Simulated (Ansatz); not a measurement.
Tunnelling through a barrier is set by its complex band structure: the current falls as exp(−2κd) with the smallest κ.

Consider the following.

```yaml
crystal:
  lattice:
    - [6.59184, 0.00000, 0.00000]
    - [3.29592, 6.52177, 0.00000]
    - [3.29592, -0.55522, 1.82010]
  atoms:
    - { symbol: Zn, position: [0.66653, 0.00014, 0.00014] }
    - { symbol: Zn, position: [0.83319, 0.50014, 0.50014] }
    - { symbol: S, position: [0.29181, 0.37486, 0.37486] }
    - { symbol: S, position: [0.45847, 0.87486, 0.87486] }
```

Space group of this cell: P6_3mc, wurtzite. The cell is taken as given.

Transport runs along the normal of the first two printed cell vectors, the (111) plane of the conventional cell.

The gap is the functional's own. No spin-orbit coupling. Mid-gap values are interpolated on the energy grid.

Problem. Predict the band gap and the smallest decay constant κ at mid-gap from r2SCAN run with Ansatz (a quantum-chemistry and plane-wave program).

Solution. Gap 2.79 eV on a 16×16×16 mesh; κ = 0.187 1/Å, at the zone centre.
